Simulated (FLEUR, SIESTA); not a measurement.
A FLEUR input for a self-consistent single point of GaPPt5 (P4/mmm, 7 atoms in the cell) (DFT, LDA (Perdew-Zunger), all-electron FLAPW (FLEUR), scalar-relativistic valence):

Input of the input generator:

```
GaPPt5 FLAPW
&input film=f /
1.0000000000 0.0000000000 0.0000000000
0.0000000000 1.0000000000 0.0000000000
0.0000000000 0.0000000000 1.7573378405
7.2729511413
1.0 1.0 1.0

7
31 0.5000000000 0.5000000000 0.0000000000
15 0.0000000000 0.0000000000 0.5000000000
78 0.0000000000 0.5000000000 0.2899200000
78 0.0000000000 0.5000000000 0.7100800000
78 0.5000000000 0.0000000000 0.2899200000
78 0.5000000000 0.0000000000 0.7100800000
78 0.0000000000 0.0000000000 0.0000000000

&comp jspins=1 /
&exco xctyp='pz' /
&kpt div1=7 div2=7 div3=4 gamma=t /
&end /
```

```xml
<?xml version="1.0" encoding="UTF-8" standalone="no"?>
<fleurInput fleurInputVersion="0.39">
   <comment>
      GaPPt5 FLAPW                                                                                        
   </comment>
   <calculationSetup>
      <cutoffs Kmax="4.3" Gmax="17.2" GmaxXC="17.2" numbands="0"/>
      <scfLoop itmax="100" minDistance="0.00001" maxIterBroyd="15" imix="Anderson" alpha="0.05" precondParam="0.0" spinf="2.0"/>
      <coreElectrons ctail="T" frcor="F" kcrel="0" coretail_lmax="0"/>
      <xcFunctional name="pz" relativisticCorrections="F"/>
      <magnetism jspins="1"/>
      <soc l_soc="F" theta="0.0" phi="0.0" spav="F"/>
      <expertModes spex="0" secvar="F"/>
      <geometryOptimization l_f="T" forcealpha="1.0" forcemix="BFGS" epsdisp="0.00001" epsforce="0.00001"/>
      <ldaU l_linMix="F" mixParam="0.05" spinf="1.0"/>
   </calculationSetup>
   <cell>
      <bzIntegration valenceElectrons="98.0" mode="gauss" fermiSmearingEnergy="0.00367493">
         <kPointListSelection listName="default-1"/>
         <!-- k-points included here -->
         <xi:include xmlns:xi="http://www.w3.org/2001/XInclude" href="kpts.xml"> </xi:include>
      </bzIntegration>
      <!-- symmetry operations included here -->
      <xi:include xmlns:xi="http://www.w3.org/2001/XInclude" href="sym.xml"> </xi:include>
      <bulkLattice scale="1.0">
         <bravaisMatrix>
            <row-1>    7.2729511413000001     0.0000000000000000     0.0000000000000000</row-1>
            <row-2>    0.0000000000000000     7.2729511413000001     0.0000000000000000</row-2>
            <row-3>    0.0000000000000000     0.0000000000000000    12.7810322527141516</row-3>
         </bravaisMatrix>
      </bulkLattice>
   </cell>
   <atomSpecies>
      <species name="Gallium (Ga)" element="Ga" atomicNumber="31">
         <mtSphere radius="2.20" gridPoints="777" logIncrement="0.016"/>
         <atomicCutoffs lmax="8" lnonsphr="6"/>
         <electronConfig flipSpins="F">
            <coreConfig>(1s1/2) (2s1/2) (2p1/2) (2p3/2) (3s1/2) (3p1/2) (3p3/2)</coreConfig>
            <valenceConfig>(4s1/2) (3d3/2) (3d5/2) (4p1/2) (4p3/2)</valenceConfig>
            <stateOccupation state="(4p1/2)" spinUp="0.1666666666667" spinDown="0.1666666666667"/>
            <stateOccupation state="(4p3/2)" spinUp="0.3333333333333" spinDown="0.3333333333333"/>
         </electronConfig>
         <energyParameters s="4" p="4" d="3" f="4"/>
         <lo type="HELO" l="2" n="4" eDeriv="0"/>
      </species>
      <species name="Phosphorous (P)" element="P" atomicNumber="15">
         <mtSphere radius="1.63" gridPoints="575" logIncrement="0.02"/>
         <atomicCutoffs lmax="6" lnonsphr="4"/>
         <electronConfig flipSpins="F">
            <coreConfig>(1s1/2) (2s1/2) (2p1/2) (2p3/2)</coreConfig>
            <valenceConfig>(3s1/2) (3p1/2) (3p3/2)</valenceConfig>
            <stateOccupation state="(3p1/2)" spinUp="0.5" spinDown="0.5"/>
            <stateOccupation state="(3p3/2)" spinUp="1.0" spinDown="1.0"/>
         </electronConfig>
         <energyParameters s="3" p="3" d="3" f="4"/>
      </species>
      <species name="Platinum (Pt)" element="Pt" atomicNumber="78">
         <mtSphere radius="2.35" gridPoints="829" logIncrement="0.016"/>
         <atomicCutoffs lmax="10" lnonsphr="8"/>
         <electronConfig flipSpins="F">
            <coreConfig>(1s1/2) (2s1/2) (2p1/2) (2p3/2) (3s1/2) (3p1/2) (3p3/2) (4s1/2) (3d3/2) (3d5/2) (4p1/2) (4p3/2) (5s1/2) (4d3/2) (4d5/2) (4f5/2) (4f7/2)</coreConfig>
            <valenceConfig>(5p1/2) (5p3/2) (6s1/2) (5d3/2) (5d5/2)</valenceConfig>
            <stateOccupation state="(6s1/2)" spinUp="0.5" spinDown="0.5"/>
            <stateOccupation state="(5d3/2)" spinUp="1.8" spinDown="1.8"/>
            <stateOccupation state="(5d5/2)" spinUp="2.7" spinDown="2.7"/>
         </electronConfig>
         <energyParameters s="6" p="6" d="5" f="5"/>
         <lo type="SCLO" l="1" n="5" eDeriv="0"/>
      </species>
   </atomSpecies>
   <atomGroups>
      <atomGroup species="Gallium (Ga)">
         <relPos label="                   1">1.000/2.000 1.000/2.000 .0000000000</relPos>
         <force calculate="T" relaxXYZ="TTT"/>
      </atomGroup>
      <atomGroup species="Phosphorous (P)">
         <relPos label="                   2">.0000000000 .0000000000 1.000/2.000</relPos>
         <force calculate="T" relaxXYZ="TTT"/>
      </atomGroup>
      <atomGroup species="Platinum (Pt)">
         <relPos label="                   3">.0000000000 1.000/2.000 .2899200000</relPos>
         <relPos label="                   4">.0000000000 1.000/2.000 -.2899200000</relPos>
         <relPos label="                   5">1.000/2.000 .0000000000 .2899200000</relPos>
         <relPos label="                   6">1.000/2.000 .0000000000 -.2899200000</relPos>
         <force calculate="T" relaxXYZ="TTT"/>
      </atomGroup>
      <atomGroup species="Platinum (Pt)">
         <relPos label="                   7">.0000000000 .0000000000 .0000000000</relPos>
         <force calculate="T" relaxXYZ="TTT"/>
      </atomGroup>
   </atomGroups>
   <output dos="F" band="F" slice="F">
      <checks vchk="F" cdinf="F"/>
      <bandDOS minEnergy="-.5*Htr" maxEnergy="0.5*Htr" sigma="0.015" storeEVData="T"/>
      <vacuumDOS vacdos="F" integ="F" star="F" nstars="0" locx1="0.0" locy1="0.0" locx2="0.0" locy2="0.0" nstm="0" tworkf="0.0"/>
      <unfoldingBand unfoldBand="F" supercellX="1" supercellY="1" supercellZ="1"/>
      <plotting iplot="0" polar="F">
         <plot TwoD="T" vec1="  1.0  0.0  0.0" vec2="  0.0  1.0  0.0" vec3="  0.0  0.0  1.0" zero="  0.0  0.0  0.0" file="plot"/>
      </plotting>
      <chargeDensitySlicing numkpt="0" minEigenval="0.0" maxEigenval="0.0" nnne="0" pallst="F"/>
      <specialOutput eonly="F"/>
      <magneticCircularDichroism mcd="F" energyLo="-10.0" energyUp="0.0"/>
   </output>
  <!-- We include the file relax.xml here to enable relaxations (see documentation) -->
  <xi:include xmlns:xi="http://www.w3.org/2001/XInclude" href="relax.xml"> <xi:fallback/> </xi:include>
</fleurInput>
```

Task: Write the same calculation as an input for SIESTA.

Result: One input that does it (others would too):

```
# files in the folder: Ga.psml P.psml Pt.psml (PseudoDojo LDA standard)
SystemName  GaPPt5
SystemLabel gappt5

NumberOfAtoms                7
NumberOfSpecies              3
%block ChemicalSpeciesLabel
  1 31 Ga
  2 15 P
  3 78 Pt
%endblock ChemicalSpeciesLabel
LatticeConstant              1.0 Ang
%block LatticeVectors
     3.848680000    0.000000000    0.000000000
     0.000000000    3.848680000    0.000000000
     0.000000000    0.000000000    6.763431000
%endblock LatticeVectors
AtomicCoordinatesFormat      ScaledCartesian
%block AtomicCoordinatesAndAtomicSpecies
     1.924340000    1.924340000    0.000000000  1
     0.000000000    0.000000000    3.381715500  2
     0.000000000    1.924340000    1.960853916  3
     0.000000000    1.924340000    4.802577084  3
     1.924340000    0.000000000    1.960853916  3
     1.924340000    0.000000000    4.802577084  3
     0.000000000    0.000000000    0.000000000  3
%endblock AtomicCoordinatesAndAtomicSpecies

XC.functional                LDA
XC.authors                   PW92
PAO.BasisSize                DZP
PAO.EnergyShift              0.005 Ry
MeshCutoff                   350 Ry
%block kgrid.MonkhorstPack
    7   0   0  0.0
    0   7   0  0.0
    0   0   4  0.0
%endblock kgrid.MonkhorstPack
OccupationFunction           MP
OccupationMPOrder            0
ElectronicTemperature        100.0 meV

MaxSCFIterations             150
SCF.Mixer.Method             Pulay
SCF.Mixer.Weight             0.25
SCF.Mixer.History            6
SCF.DM.Tolerance             1.0E-05
Diag.ParallelOverK           true
WriteForces                  true
```

Basis, cutoffs, solver keys and any potentials are the target program's own. This input uses DFT, LDA PW92, numerical atomic orbitals DZP, PseudoDojo LDA standard norm-conserving potentials (rewritten from UPF to PSML). LDA parametrisations can differ slightly between programs.

The starting cell comes from a database of computed structures (which also holds hypothetical and non-ambient phases and stackings), without a prior relaxation at this level. Its lattice was rescaled by a random factor within 2.5 % of one.
